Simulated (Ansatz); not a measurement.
# A constructed model of the (111)B surface of 3C silicon carbide, C-terminated, (√3x√3)R30° Ge adatom at T4 (bottom of the slab: 3 H on 3 bottom sites)

Computed with r2SCAN, at the PBE geometry and the start's symmetry (plane waves to 500 eV, PAW; Ansatz, an electronic-structure program).

Model: 28-atom slab, 11.5 Å thick at the start with caps and adatoms (thin: gaps and levels are the slab's own), 6x6x1 mesh, Fermi-Dirac 0.025 eV, dipole correction, single point; on the structure that PBE left under its start's symmetry; spin-polarised, ending with about 1.0 μB a cell; orders that need a larger cell were not tried, no spin-orbit, no U. The program's check for a lower electronic state was not made. In PBE it lies 0.02 eV a 1x1 cell over the lowest computed structure of the same composition ((√3x√3)R30° Ge adatom at H3).

```
Quantity                                                                        Result
-----------------------------------------------  -------------------------------------
gap of the slab on its k-mesh                                                  0.43 eV
highest filled level below the top vacuum level                                5.09 eV
magnetic moment of the cell                                                    1.00 μB
cost                                             about 7 core-minutes (a rough figure)
```
